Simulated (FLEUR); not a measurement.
A self-consistent single point of NaI (Fm-3m, 2 atoms in the cell) with FLEUR.

Level of theory: PBE, all-electron FLAPW (FLEUR), scalar-relativistic valence in FLEUR.

The change in words: lattice scaled by 0.98. Reference geometry:
```
NaI
1.0
    0.00000     3.23500     3.23500
    3.23500     0.00000     3.23500
    3.23500     3.23500     0.00000
Na I
1 1
Cartesian
  0.00000   0.00000   0.00000
  3.23500   3.23500   3.23500
```

Reference input (self-consistent single point, DFT, PBE, all-electron FLAPW (FLEUR), scalar-relativistic valence): Kmax = 3.8 1/bohr; GmaxXC = 15.2 1/bohr; xcFunctional = pbe; jspins = 1; l_soc = F; mode = hist; fermiSmearingEnergy = 0.00183747 Htr; mesh (inpgen div1-3) = 9 9 9; inpgen gamma flag = false; Gmax = 15.2 1/bohr; numbands = 0; maxIterBroyd = 99. This run's input differs from it in these lines:

```diff
@@ -3,5 +3,5 @@
 &input film=f /
-0.0000000000 6.1132640132 6.1132640132
-6.1132640132 -0.0000000000 6.1132640132
-6.1132640132 6.1132640132 -0.0000000000
+-0.0000000000 5.9909987329 5.9909987329
+5.9909987329 -0.0000000000 5.9909987329
+5.9909987329 5.9909987329 -0.0000000000
 1.0
@@ -43,5 +43,5 @@
          <bravaisMatrix>
-            <row-1>    0.0000000000000000     6.1132640132000002     6.1132640132000002</row-1>
-            <row-2>    6.1132640132000002     0.0000000000000000     6.1132640132000002</row-2>
-            <row-3>    6.1132640132000002     6.1132640132000002     0.0000000000000000</row-3>
+            <row-1>    0.0000000000000000     5.9909987328999996     5.9909987328999996</row-1>
+            <row-2>    5.9909987328999996     0.0000000000000000     5.9909987328999996</row-2>
+            <row-3>    5.9909987328999996     5.9909987328999996     0.0000000000000000</row-3>
          </bravaisMatrix>
```

Output (repeated stretches shortened):

```
 Iteration:     1   Distance:       2.48100616 me/bohr^3
 Iteration:     2   Distance:       2.31655153 me/bohr^3
 Iteration:     3   Distance:       1.14495643 me/bohr^3
 Iteration:     4   Distance:       0.38334443 me/bohr^3
 Iteration:     5   Distance:       0.40346172 me/bohr^3
   [... 5 lines left out ...]
 Iteration:    11   Distance:       0.00024889 me/bohr^3
 Iteration:    12   Distance:       0.00017402 me/bohr^3
 Iteration:    13   Distance:       0.00003280 me/bohr^3
 Iteration:    14   Distance:       0.00000229 me/bohr^3
 Run finished successfully
 Stop message:
   Structural relaxation: Done

[file out, last iteration]
             iter=     15
[...]
          total density-effective poten   -1.2131021344E+04
          total charge density-energy d   -1.9610155895E+02
 Updated energy parameters for spin:           1
[...]
 fermi energy and band-weighting factors:

[...]
FERMIE:
          first approx. to ef    (T=0)  :   0.061789 htr   (energy of the highest occ. eigenvalue)
          number of occ. states  (T=0)  :        455
          first approx. to seigv (T=0)  : -23.892899 htr
          sum of weights of occ. states :  13.000000
          sum of semicore charge        :   0.000000 e
FERHIS:  Fermi-Energy by histogram:
          bandgap                     :   0.141902 htr
   [... lines left out ...]
          charge neutrality (T=0)     :   0.000000    (zero if the highest occ. eigenvalue is "entirely" occupied)
 Direct bandgap for spin            1 :   0.14190184514288443       Htr
 ---->    free energy=                     -7281.5960980739 htr
   [... lines left out ...]
      extrapolation for T->0
 ---->    total electron energy=           -7281.5960980739 htr
 ***** TOTAL FORCES ON ATOMS *****
 TOTAL FORCE FOR ATOM TYPE=  1  X=  0.000   Y=  0.000   Z=  0.000
                       FX_TOT= 0.000000 FY_TOT= 0.000000 FZ_TOT= 0.000000
 TOTAL FORCE FOR ATOM TYPE=  2  X=  5.991   Y=  5.991   Z=  5.991
                       FX_TOT= 0.000000 FY_TOT= 0.000000 FZ_TOT= 0.000000
 Structural relaxation: Done
```

The run converged in 14 iterations. FLEUR gives forces in its relaxation mode, with a further iteration, so its stop message speaks of a relaxation. Against the reference run the free energy rises by 12.9 meV/atom and the gap on the mesh goes from 3.685 to 3.861 eV.

The starting cell has typed, rounded lattice constants, without a prior relaxation at this level. For this run, on top of that: lattice scaled by 0.98. Spin-orbit coupling is off. Values depend on the basis (sphere radii, cutoffs, local orbitals), which need not be converged.

Cost on one core of a shared machine: roughly 70 s.
